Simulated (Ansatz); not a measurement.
Input and output of a self-consistent single point for LaBPd₃ (P4mm, 5 atoms in the cell) (Ansatz, a first-principles code).

Method of the run: PBEsol, default PAW files made with PBE (plane waves; Ansatz).

```yaml
crystal:
  lattice:
    - [4.39533, 0.00000, 0.00000]
    - [0.00000, 4.39533, 0.00000]
    - [0.00000, 0.00000, 4.39533]
  atoms:
    - { symbol: La, position: [0.00000, 0.00000, 0.01138] }
    - { symbol: B, position: [0.50000, 0.50000, 0.50000] }
    - { symbol: Pd, position: [0.00000, 0.50000, 0.50000] }
    - { symbol: Pd, position: [0.50000, 0.00000, 0.50000] }
    - { symbol: Pd, position: [0.50000, 0.50000, 0.00000] }
```

Reference input (self-consistent single point, DFT, PBEsol, plane waves, default PAW files made with PBE): basis.ecutwfc = 30.9 Ry; kpoints.mp_grid.grid = 8 8 8; hamiltonian.xc = pbesol; hamiltonian.pseudopotentials = {kind: paw} (the program's default PAW files); scf.occupations.method = fermi_dirac; scf.occupations.width = 0.0073 Ry. This run's input differs from it in these lines:

Ansatz 0.2 input:
```diff
@@ -15,3 +15,3 @@
 kpoints:
-  mp_grid: { grid: [8, 8, 8] }
+  mp_grid: { grid: [5, 5, 5] }
 hamiltonian:
@@ -20,3 +20,3 @@
 scf:
-  occupations: { method: fermi_dirac, width: 0.0073 Ry }
+  occupations: { method: fermi_dirac, width: 0.022 Ry }
 output:
```

Output, abridged:

```
SCF iter   1: F=—  HF=-27037.116843 eV  |F-HF|=—  |Δ(HF+E_count)|=         —  Δρ=1.37e-2  dr2=2.40e-1  ethr=1.77e-3  ⟨swp⟩=5.7  Hψ=3285  notcnv=0
all-band conjugate gradients solve this SCF's bands
preconditioner: auto → Kerker (q_TF=auto, 2.629 Å⁻¹)
SCF iter   2: F=—  HF=-27037.083705 eV  |F-HF|=—  |Δ(HF+E_count)|=   3.31e-2  Δρ=5.16e-3  dr2=4.23e-2  ethr=3.53e-4  ⟨swp⟩=1.0  Hψ=1044  notcnv=0
SCF iter   3: F=—  HF=-27037.076613 eV  |F-HF|=—  |Δ(HF+E_count)|=   7.09e-3  Δρ=1.15e-3  dr2=2.36e-3  ethr=6.22e-5  ⟨swp⟩=1.7  Hψ=921  notcnv=0
SCF iter   4: F=—  HF=-27037.076140 eV  |F-HF|=—  |Δ(HF+E_count)|=   4.73e-4  Δρ=2.22e-4  dr2=4.95e-5  ethr=3.47e-6  ⟨swp⟩=1.7  Hψ=963  notcnv=0
SCF iter   5: F=—  HF=-27037.076154 eV  |F-HF|=—  |Δ(HF+E_count)|=   1.42e-5  Δρ=5.24e-5  dr2=2.84e-6  ethr=7.28e-8  ⟨swp⟩=2.1  Hψ=1502  notcnv=0
SCF iter   6: F=—  HF=-27037.076154 eV  |F-HF|=—  |Δ(HF+E_count)|=   5.10e-7  Δρ=1.30e-5  dr2=1.67e-7  ethr=4.18e-9  ⟨swp⟩=1.7  Hψ=1089  notcnv=0
SCF iter   7: F=-27037.076154 eV  HF=-27037.076154 eV  |F-HF|=1.06e-9  |Δ(HF+E_count)|=   1.24e-8  Δρ=2.45e-6  dr2=4.51e-9  ethr=1.47e-10  ⟨swp⟩=5.0  Hψ=2910  notcnv=0
SCF 1 converged in 7 iterations: F = -27037.076154 eV  dr2 = 4.51e-9
Free energy (F): -27037.076154 eV
Internal energy: -27036.247128 eV  (E = F + TS)
E sigma→0 (E₀):  -27036.661641 eV
Entropy (-TS):   -0.829026 eV (-165.805 meV/atom)
Fermi energy:    16.342014 eV
--- Forces (eV/Å), atoms counted from 1 ---
  atom   1  La    -0.00000000     0.00000000    -0.20350689
  atom   2  B      0.00000000     0.00000000     0.00874582
  atom   3  Pd     0.00000000     0.00000000     0.11224316
  atom   4  Pd    -0.00000000     0.00000000     0.11224316
  atom   5  Pd     0.00000000     0.00000000    -0.02973830
--- Stress (GPa, compression-positive) ---
       -4.106012       0.000000       0.000000
        0.000000      -4.106012       0.000000
        0.000000       0.000000      -4.120152
  P = ⅓ Tr σ = -4.1107 GPa (-41.107 kbar)
  The stress holds the Pulay correction. Without it, at fixed plane waves, as pw.x and ABINIT print it: P = -4.1593 GPa
```

The run converged in 7 iterations. Against the reference run the free energy falls by 82.4 meV/atom, the pressure goes from -4.32 to -4.11 GPa and the largest force goes from 0.194 to 0.204 eV/Å.

The starting cell comes from a database of computed structures (which also holds hypothetical and non-ambient phases and stackings), without a prior relaxation at this level. Its lattice was rescaled by up to half a per cent. One atom was moved a little off its site on purpose. Spin polarisation is off. With a pressure of about -4 GPa the cell is away from its equilibrium volume at this level. Ansatz's pressure includes its estimate of the finite-basis (Pulay) stress.
